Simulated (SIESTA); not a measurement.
A self-consistent single point of NbVCr (Imma, 6 atoms in the cell) with SIESTA.

Method of the run: SIESTA with GGA PBEsol, numerical atomic orbitals DZP, PseudoDojo PBEsol standard norm-conserving potentials (rewritten from UPF to PSML).

The change in words: lattice scaled by 0.98. Reference geometry:
```
NbVCr
1.0
   -2.46242     2.52027     3.50740
    2.46242    -2.52027     3.50740
    2.46242     2.52027    -3.50740
Nb V Cr
2 2 2
Cartesian
  2.46242   1.26013  -0.86801
  0.00000   1.26013   4.37542
  0.00000   2.52027   0.00000
  0.00000   0.00000   0.00000
 -1.23121   1.26013   1.75370
  1.23121   1.26013   1.75370
```

Reference input (self-consistent single point, DFT, GGA PBEsol, numerical atomic orbitals DZP, PseudoDojo PBEsol standard norm-conserving potentials (rewritten from UPF to PSML)): XC.functional = GGA; XC.authors = PBEsol; potentials = PseudoDojo PBEsol standard; PAO.BasisSize = DZP; PAO.EnergyShift = 0.005 Ry; MeshCutoff = 400 Ry; kgrid.MonkhorstPack = 5 5 5; OccupationFunction = FD; ElectronicTemperature = 1160.45 K; MaxSCFIterations = 150; SCF.Mixer.Method = Pulay; SCF.Mixer.Weight = 0.25. This run's input differs from it in these lines:

```diff
@@ -13,5 +13,5 @@
 %block LatticeVectors
-    -4.653289955    4.762610611    6.628034858
-     4.653289955   -4.762610611    6.628034858
-     4.653289955    4.762610611   -6.628034858
+    -4.560224723    4.667358966    6.495474350
+     4.560224723   -4.667358966    6.495474350
+     4.560224723    4.667358966   -6.495474350
 %endblock LatticeVectors
@@ -19,8 +19,8 @@
 %block AtomicCoordinatesAndAtomicSpecies
-     2.462415000    1.260132500   -0.868012589  1
-     0.000000000    1.260132500    4.375417589  1
-     0.000000000    2.520265000    0.000000000  2
+     2.413167000    1.234930000   -0.850652362  1
+     0.000000000    1.234930000    4.287909362  1
+     0.000000000    2.469860000    0.000000000  2
      0.000000000    0.000000000    0.000000000  2
-    -1.231207500    1.260132500    1.753702500  3
-     1.231207500    1.260132500    1.753702500  3
+    -1.206583500    1.234930000    1.718628500  3
+     1.206583500    1.234930000    1.718628500  3
 %endblock AtomicCoordinatesAndAtomicSpecies
```

Log, with long lists cut:

```
        iscf     Eharris(eV)        E_KS(eV)     FreeEng(eV)     dDmax    Ef(eV) dHmax(eV)
   scf:    1   -11847.172243   -12129.645251   -12129.725354  1.146342 -4.647536 38.958006
   scf:    2   -10884.407323   -11888.962795   -11889.175686  1.773653 -5.669980 68.620916
   scf:    3   -12219.271773   -12225.665847   -12225.767713  1.225171 -5.095433 11.454419
   scf:    4   -12236.919395   -12232.177087   -12232.270526  0.211285 -5.321391  7.148896
   scf:    5   -12168.567607   -12216.692480   -12216.860518  0.823193 -6.974288 16.290916
   [... 8 lines left out ...]
   scf:   14   -12236.225190   -12236.225182   -12236.342692  0.000152 -6.118527  0.000300
   scf:   15   -12236.225191   -12236.225187   -12236.342692  0.000055 -6.118558  0.000109
   scf:   16   -12236.225190   -12236.225188   -12236.342692  0.000024 -6.118578  0.000069
   scf:   17   -12236.225188   -12236.225188   -12236.342692  0.000003 -6.118578  0.000028
SCF Convergence by DM+H criterion
max |DM_out - DM_in|         :     0.0000026412
max |H_out - H_in|      (eV) :     0.0000280631
SCF cycle converged after 17 iterations

Using DM_out to compute the final energy and forces

siesta: E_KS(eV) =           -12236.2252

siesta: E_KS - E_eggbox =    -12236.2252

siesta: Atomic forces (eV/Ang):
     1    0.001431    0.000052   -0.001421
     2   -0.001431   -0.000052    0.001421
     3    0.000000   -0.000000   -0.000000
     4   -0.000000   -0.000000   -0.000000
     5   -0.000000    0.000000   -0.000000
     6   -0.000000    0.000000   -0.000000
   Tot    0.000000    0.000000   -0.000000
   Max    0.001431
   Res    0.000672    sqrt( Sum f_i^2 / 3N )
   Max    0.001431    constrained

   [... lines left out ...]
siesta: FreeEng =    -12236.342692
   [... lines left out ...]
siesta:    -0.046226   -0.000022    0.000113
siesta:    -0.000022   -0.046417   -0.000050
siesta:     0.000113   -0.000050   -0.046228

siesta: Cell volume =         81.946746 Ang**3

siesta: Pressure (static):
siesta:                Solid            Molecule  Units
siesta:           0.00050417          0.00050369  Ry/Bohr**3
siesta:           0.04629061          0.04624687  eV/Ang**3
siesta:          74.16573295         74.09564784  kBar
```

The run converged in 17 iterations. Against the reference run the free energy stays essentially unchanged (within 1 meV/atom), the pressure goes from -6.60 to 7.42 GPa and the largest force goes from 0.011 to 0.002 eV/Å.

The starting cell comes from a database of computed structures (which also holds hypothetical and non-ambient phases and stackings), without a prior relaxation at this level. For this run, on top of that: lattice scaled by 0.98. Spin polarisation is off. Values carry the incompleteness of an atom-centred basis. With a pressure of about 7 GPa the cell is away from its equilibrium volume at this level.

Cost on one core of a shared machine: roughly 90 s.
